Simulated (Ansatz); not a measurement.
**Several settings converged on LuBRh3 (P4mm, 5 atoms in the cell)**

```
CELL_PARAMETERS angstrom
      4.15822     0.00000     0.00000
      0.00000     4.15822     0.00000
      0.00000     0.00000     4.15822
ATOMIC_POSITIONS crystal
  Lu 0.00000 0.00000 0.01202
  B  0.50000 0.50000 0.50000
  Rh 0.00000 0.50000 0.50000
  Rh 0.50000 0.00000 0.50000
  Rh 0.50000 0.50000 0.00000
```

Base method: PBEsol, default PAW files made with PBE (plane waves; Ansatz, an electronic-structure program).

Base settings: basis.ecutwfc = 420 eV; kpoints.mp_grid.grid = 8 8 8; hamiltonian.xc = pbesol; hamiltonian.pseudopotentials = {kind: paw} (the program's default PAW files); scf.occupations.method = gaussian; scf.occupations.width = 0.1 eV.

The count of work is k-points × plane waves × bands × iterations; it is no time. 

**Shifted k-point meshes**

In this ladder: kpoints.mp_grid.shift = 0.5 0.5 0.5.

Only quantities that move along the ladder and can be compared are tabulated.

| kpoints.mp_grid.grid | free energy less the last step's (meV/atom) | pressure (GPa) | largest difference of a force vector from the last step's (eV/Å) | count of work / last |
|---|---|---|---|---|
| 2 2 2 | -51.25 | -5.23 | 0.046 | 0.0025 |
| 4 4 4 | -1.26 | -5.24 | 0.002 | 0.015 |
| 6 6 6 | -0.40 | -5.31 | 0.001 | 0.044 |
| 8 8 8 | -0.05 | -5.28 | 0.002 | 0.099 |
| 10 10 10 | 0.12 | -5.28 | 0.001 | 0.19 |
| 17 17 17 | 0.00 | -5.28 | 0.000 | 1.0 |

Coarsest kpoints.mp_grid.grid that holds the free energy within 1 meV/atom of the last step, with all finer ones: 6 6 6, at 0.044 of the last step's count of work; the step before is off by 1.3 meV/atom.

Coarsest kpoints.mp_grid.grid that holds the forces within 0.01 eV/Å of the last step, with all finer ones: 4 4 4, at 0.015 of the last step's count of work; the step before is off by 0.046 eV/Å.

**The k-point mesh at a smearing width of 0.3 eV**

In this ladder: scf.occupations.width = 0.3 eV.

Only quantities that move along the ladder and can be compared are tabulated.

| kpoints.mp_grid.grid | free energy less the last step's (meV/atom) | pressure (GPa) | count of work / last |
|---|---|---|---|
| 3 3 3 | -12.69 | -5.42 | 0.015 |
| 5 5 5 | 1.22 | -5.10 | 0.044 |
| 7 7 7 | 0.54 | -5.06 | 0.099 |
| 11 11 11 | 0.00 | -5.08 | 0.31 |
| 16 16 16 | 0.00 | -5.08 | 1.0 |

Coarsest kpoints.mp_grid.grid that holds the pressure within 0.1 GPa of the last step, with all finer ones: 5 5 5, at 0.044 of the last step's count of work; the step before is off by 0.35 GPa.

Coarsest kpoints.mp_grid.grid that holds the free energy within 2 meV/atom of the last step, with all finer ones: 5 5 5, at 0.044 of the last step's count of work; the step before is off by 13 meV/atom.

On the base run: the starting cell comes from a database of computed structures (which also holds hypothetical and non-ambient phases and stackings), without a prior relaxation at this level. Its lattice was rescaled by up to half a per cent. One atom was moved a little off its site on purpose. Spin polarisation is off. In the base run, with a pressure of about -5 GPa the cell is away from its equilibrium volume at this level. Ansatz's pressure includes its estimate of the finite-basis (Pulay) stress.

Keys are those of Ansatz 0.2.
